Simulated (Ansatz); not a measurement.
## Zinc-blende LiF (model structure)

Computed with r²SCAN (Ansatz, an electronic-structure program, plane waves, PAW).

Settings: plane-wave cutoff 500 eV, 12×12×12 k mesh, gaussian smearing 0.02 eV, scalar-relativistic PAW data made under PBE.

Cell (relaxed at this level):

```
LiF
1.0
    0.00000     2.14517     2.14517
    2.14517     0.00000     2.14517
    2.14517     2.14517     0.00000
Li F
1 1
Direct
  0.00000   0.00000   0.00000
  0.25000   0.25000   0.25000
```

band gap: 8.66 eV (on the SCF k mesh)

Note: the relaxation could raise the start's symmetry but not lower it, so the cell can be a saddle point.

The computed numbers hold no vibrational or temperature effects.

It cost about 40 core-seconds (a rough figure) of CPU time.

A model structure was made by putting elements into a prototype or built by hand; it is no filed structure, need not be a known phase, and can be a saddle point held by its symmetry.
